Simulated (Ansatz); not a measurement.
Given:

```xyz
2
Lattice="0.0000 3.2595 3.2595 3.2595 0.0000 3.2595 3.2595 3.2595 0.0000" Properties=species:S:1:pos:R:3 pbc="T T T"
In     0.0000     0.0000     0.0000
Sb     1.6298     1.6298     1.6298
```

The numbers are results of r2SCAN with spin-orbit coupling, rigid bands (plane waves, PAW; Ansatz, a program for electronic structure), not measurements. How the cell was made: cell and atoms relaxed with PBEsol.

Task: Is this a good metal at this level?

Result: No. No gap is resolved, and few carriers conduct, as in a semimetal or a zero-gap semiconductor. N(E_F) = 0.00128 states/eV a cell at 300 K and the Drude plasma energy along the best axis is 0.128 eV, several times under that of a simple or noble metal.
